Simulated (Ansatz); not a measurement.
The reference is SnO2 in the rutile structure (space group P4_2/mnm, No. 136; a = 4.828 Å, c = 3.238 Å).

(Cell as relaxed with PBE.)

Levels (all Ansatz, a program for electronic structure, PAW): PBE (420 eV, spin-orbit coupling left out); r2SCAN (500 eV, without spin-orbit coupling).

Each level relaxes its own structure.

```
base                      PBE    r2SCAN
-------------------  --------  --------
volume per atom      12.58 Å³  12.09 Å³
lattice parameter a   4.828 Å   4.760 Å
```

Perturbation: cell and atoms relaxed at a pressure of 1.8 GPa.

```tsv
quantity	PBE	r2SCAN
shortest interatomic distance	2.082 Å	2.051 Å
c/a ratio	0.673	0.674
```

PBE's shortest interatomic distance lies 0.031 Å above r2SCAN's (1.5 %). Neither level is exact; r2SCAN is the comparison here, not a measurement.

Load acts through the strain it causes; cell and atoms are relaxed under it. No phonon test of stability was made.
